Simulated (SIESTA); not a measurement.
Input and output of a self-consistent single point for AlV₂C (P6_3/mmc, 8 atoms in the cell) (SIESTA).

Method of the run: GGA PBE, numerical atomic orbitals TZP, PseudoDojo PBE standard norm-conserving potentials (rewritten from UPF to PSML) run with SIESTA.

The change in words: lattice scaled by 0.98. Reference geometry:
```
AlV2C
1.0
    2.87489     0.00000     0.00000
   -1.43745     2.48973     0.00000
    0.00000     0.00000    13.04716
Al V C
2 4 2
Cartesian
  0.00000   1.65982   3.26179
  1.43745   0.82991   9.78537
  0.00000   1.65982   7.65059
  1.43745   0.82991   5.39657
  1.43745   0.82991   1.12701
  0.00000   1.65982  11.92015
  0.00000   0.00000   0.00000
  0.00000   0.00000   6.52358
```

Reference input (self-consistent single point, DFT, GGA PBE, numerical atomic orbitals TZP, PseudoDojo PBE standard norm-conserving potentials (rewritten from UPF to PSML)): XC.functional = GGA; XC.authors = PBE; potentials = PseudoDojo PBE standard; PAO.BasisSize = TZP; PAO.EnergyShift = 0.005 Ry; MeshCutoff = 400 Ry; kgrid.MonkhorstPack = 11 11 2; OccupationFunction = FD; ElectronicTemperature = 100 meV; MaxSCFIterations = 150; SCF.Mixer.Method = Pulay; SCF.Mixer.Weight = 0.2. This run's input differs from it in these lines:

```diff
@@ -13,5 +13,5 @@
 %block LatticeVectors
-     2.874895000    0.000000000    0.000000000
-    -1.437447000    2.489732000    0.000000000
-     0.000000000    0.000000000   13.047159000
+     2.817397000    0.000000000    0.000000000
+    -1.408698000    2.439937000    0.000000000
+     0.000000000    0.000000000   12.786216000
 %endblock LatticeVectors
@@ -19,10 +19,10 @@
 %block AtomicCoordinatesAndAtomicSpecies
-    -0.000001104    1.659822163    3.261789750  1
-     1.437449104    0.829909837    9.785369250  1
-    -0.000001104    1.659822163    7.650593094  2
-     1.437449104    0.829909837    5.396565906  2
-     1.437449104    0.829909837    1.127013594  2
-    -0.000001104    1.659822163   11.920145406  2
+    -0.000001075    1.626625480    3.196554000  1
+     1.408700075    0.813311520    9.589662000  1
+    -0.000001075    1.626625480    7.497581338  2
+     1.408700075    0.813311520    5.288634662  2
+     1.408700075    0.813311520    1.104473338  2
+    -0.000001075    1.626625480   11.681742662  2
      0.000000000    0.000000000    0.000000000  3
-     0.000000000    0.000000000    6.523579500  3
+     0.000000000    0.000000000    6.393108000  3
 %endblock AtomicCoordinatesAndAtomicSpecies
```

Log, with long lists cut:

```
        iscf     Eharris(eV)        E_KS(eV)     FreeEng(eV)     dDmax    Ef(eV) dHmax(eV)
   scf:    1    -8346.194995    -8467.531037    -8467.626768  1.640981 -5.989880 11.832858
   scf:    2    -8499.640814    -8488.364538    -8488.477141  0.225352 -6.847154  2.609831
   scf:    3    -8489.922999    -8489.715427    -8489.837363  0.094233 -7.183617  0.336357
   scf:    4    -8489.785352    -8489.758828    -8489.880487  0.017497 -7.176320  0.249272
   scf:    5    -8489.783928    -8489.774325    -8489.897041  0.022994 -7.214159  0.086910
   [... 5 lines left out ...]
   scf:   11    -8489.775643    -8489.775643    -8489.898533  0.000140 -7.228379  0.001637
   scf:   12    -8489.775644    -8489.775643    -8489.898533  0.000121 -7.228432  0.000597
   scf:   13    -8489.775641    -8489.775642    -8489.898534  0.000252 -7.228530  0.000515
   scf:   14    -8489.775642    -8489.775642    -8489.898534  0.000020 -7.228540  0.000290
SCF Convergence by DM+H criterion
max |DM_out - DM_in|         :     0.0000204848
max |H_out - H_in|      (eV) :     0.0002898739
SCF cycle converged after 14 iterations

Using DM_out to compute the final energy and forces

siesta: E_KS(eV) =            -8489.7756

siesta: E_KS - E_eggbox =     -8489.7756

siesta: Atomic forces (eV/Ang):
     1    0.000064   -0.000038   -0.000025
     2   -0.000064    0.000038   -0.000030
     3    0.000034   -0.000018    0.635335
     4   -0.000034    0.000018   -0.635379
     5   -0.000034    0.000018    0.635335
     6    0.000034   -0.000018   -0.635378
     7    0.000000    0.000000    0.000084
     8   -0.000000   -0.000000    0.000057
   Tot   -0.000000    0.000000    0.000000
   Max    0.635379
   Res    0.259383    sqrt( Sum f_i^2 / 3N )
   Max    0.635379    constrained

   [... lines left out ...]
siesta: FreeEng =     -8489.898534
   [... lines left out ...]
siesta:    -0.123919    0.000011   -0.000000
siesta:     0.000011   -0.123907    0.000000
siesta:    -0.000000    0.000000   -0.123906

siesta: Cell volume =         87.895916 Ang**3

siesta: Pressure (static):
siesta:                Solid            Molecule  Units
siesta:           0.00134956          0.00156920  Ry/Bohr**3
siesta:           0.12391068          0.14407720  eV/Ang**3
siesta:         198.52678855        230.83713006  kBar
```

The run converged in 14 iterations. Against the reference run the free energy rises by 49.7 meV/atom, the pressure goes from 4.18 to 19.85 GPa and the largest force goes from 0.062 to 0.635 eV/Å.

The starting cell comes from a database of computed structures (which also holds hypothetical and non-ambient phases and stackings), without a prior relaxation at this level. Its lattice was rescaled by a random factor within 2.5 % of one. For this run, on top of that: lattice scaled by 0.98. Spin polarisation is off. Values carry the incompleteness of an atom-centred basis. With a pressure of about 20 GPa the cell is away from its equilibrium volume at this level.

Cost on one core of a shared machine: roughly 6 min.
